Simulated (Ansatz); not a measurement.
We consider spinel MgCr₂O₄, described by HSE06 in Ansatz (plane waves, PAW).

Settings: plane-wave cutoff 500 eV, 4×4×4 k mesh, gaussian smearing 0.02 eV, spin-polarised with parallel moments, scalar-relativistic PAW data made under PBE.

Cell (relaxed with PBEsol):

```cif
data_Cr16Mg8O32
_chemical_formula_sum 'Mg8 Cr16 O32'
_space_group_name_H-M_alt 'Fd-3m :1'
_space_group_IT_number 227
_space_group_name_Hall 'F 4d 2 3 -1d'
_cell_length_a 8.32825
_cell_length_b 8.32825
_cell_length_c 8.32825
_cell_angle_alpha 90.000
_cell_angle_beta 90.000
_cell_angle_gamma 90.000
loop_
_atom_site_label
_atom_site_type_symbol
_atom_site_symmetry_multiplicity
_atom_site_Wyckoff_symbol
_atom_site_fract_x
_atom_site_fract_y
_atom_site_fract_z
_atom_site_occupancy
Mg1 Mg 8 b 0.50000 0.50000 0.50000 1
Cr1 Cr 16 c 0.12500 0.12500 0.12500 1
O1 O 32 e 0.36293 0.36293 0.36293 1
```
(The calculation used a cell of 14 atoms; values per cell refer to that cell.)

Question: Give the computed band gap.

Answer: 
band gap: 4.11 eV (on the SCF k mesh)

Note: the magnetic order was assumed, not searched for or taken from measurement; cell and atoms aren't relaxed at this level (pressure 1.0 GPa).

The computed numbers hold no vibrational or temperature effects.

It cost very roughly 7 core-minutes of CPU time.

Ansatz is an electronic-structure program.
